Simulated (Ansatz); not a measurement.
The starting structures come from a database of crystals and need not be the phases stable at ambient conditions.

The decay constant κ of evanescent states in the gap governs leakage through a thin film.

Given:

```yaml
crystal:
  lattice:
    - [3.93022, 0.00000, 0.00000]
    - [-1.96511, 6.51678, 0.00000]
    - [1.96511, 0.59257, 3.35169]
  atoms:
    - { symbol: Ga, position: [0.99511, 0.99267, 0.00244] }
    - { symbol: Ga, position: [0.00499, 0.50748, 0.49751] }
    - { symbol: P, position: [0.25005, 0.87507, 0.37498] }
    - { symbol: As, position: [0.24986, 0.37479, 0.87507] }
```

Space group of this cell: R3m. The cell is taken as given; by LDA its mean pressure is -2.5 GPa.

Transport runs along the normal of the first two printed cell vectors, the (101) plane of the conventional cell.

The gap is the functional's own, uncorrected, and κ follows it; spin-orbit coupling is left out. Mid-gap values are interpolated between the computed energies.

Question: Predict the band gap and the smallest decay constant κ at mid-gap from LDA (Ansatz, an electronic-structure program).

Answer: Gap 0.80 eV on a 10×10×10 mesh; κ = 0.051 1/Å, at the zone centre.
